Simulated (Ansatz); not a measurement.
Consider the following.

```yaml
crystal:
  lattice:
    - [0.00000, 2.57878, 2.57878]
    - [2.57878, 0.00000, 2.57878]
    - [2.57878, 2.57878, 0.00000]
  atoms:
    - { symbol: Se, position: [0.75000, 0.75000, 0.75000] }
    - { symbol: Be, position: [0.00000, 0.00000, 0.00000] }
```

No spin polarisation.

Computed with PBE (Ansatz, a first-principles code), without spin-orbit coupling. k-mesh 11×11×11 (Γ-centred); smearing 0.05 eV (Fermi–Dirac).

Problem. Predict the electron mass, band gap, gap character and smallest direct gap.

Solution. The electron mass comes out as 0.89 mₑ along k, 0.27 mₑ across (at X) and the band gap is 2.65 eV. The gap character is indirect, Γ → X and the smallest direct gap is 4.31 eV.

Load acts through the strain it causes; cell and atoms are relaxed under it. Masses are band curvatures over ±0.01 Å⁻¹ around the edge. Along k means along the line from Γ to the band edge. Whether these cells are dynamically stable was not tested. The cell was made from BeSe in the zinc blende structure (space group F-43m, No. 216) by this change: pressure 0.9 GPa.
